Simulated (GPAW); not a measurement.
Band structure of CdGa₂Te₄ (I-4, 7 atoms in the cell).

```
Cd(GaTe2)2
1.0
   -3.05920     3.05920     5.85941
    3.05920    -3.05920     5.85941
    3.05920     3.05920    -5.85941
Cd Ga Te
1 2 4
Direct
  0.00000   0.00000   0.00000
  0.25000   0.75000   0.50000
  0.50000   0.50000   0.00000
  0.11797   0.58953   0.98194
  0.41047   0.39241   0.52844
  0.60759   0.13603   0.01806
  0.86397   0.88203   0.47156
```

Computed with LDA (Perdew-Wang 92), GPAW PAW datasets LDA (gpaw-data 1.0.1) (plane waves; GPAW 25.7.0).

Settings: mode = pw; ecut = 600 eV; xc = LDA; kpts = 3 3 3; mesh shift (steps) = 0 0 0; occupations.name = fermi-dirac; occupations.width = 0 eV; nbands = -8; convergence.density = 1e-05 e/electron; convergence.bands = -6; symmetry.symmorphic = false; symmetry.tolerance = 0.0005; maxiter = 150; bandpath_npoints = 40.

The starting cell comes from a database of computed structures (which also holds hypothetical and non-ambient phases and stackings), without a prior relaxation at this level. Its lattice was rescaled by a random factor within 2.5 % of one. Spin-orbit coupling is off.

Predict the gap along the standard path and the places of the band edges.

The gap along the path is 1.13 eV, direct at Γ to within 0.01 eV.

Levels in eV from the top of the valence band on the SCF mesh, bands 18 to 25:
```tsv
point	18	19	20	21	22	23	24	25
Γ	-1.89	-0.15	0.00	0.00	1.13	1.88	2.27	3.92
X	-1.00	-0.75	-0.54	-0.44	1.26	1.53	2.88	3.74
Y	-1.09	-0.82	-0.80	-0.58	1.61	1.87	3.14	3.88
S	-1.60	-1.53	-0.72	-0.51	1.81	2.52	2.85	3.18
Z	-1.42	-1.42	-0.95	-0.95	1.33	1.50	2.23	2.23
S1	-1.60	-1.53	-0.72	-0.51	1.81	2.52	2.85	3.18
N	-1.67	-1.26	-1.10	-0.50	2.41	2.64	3.40	3.47
P	-0.99	-0.97	-0.71	-0.67	1.82	2.05	2.27	3.71
Y1	-1.09	-0.82	-0.80	-0.58	1.61	1.87	3.14	3.88
```
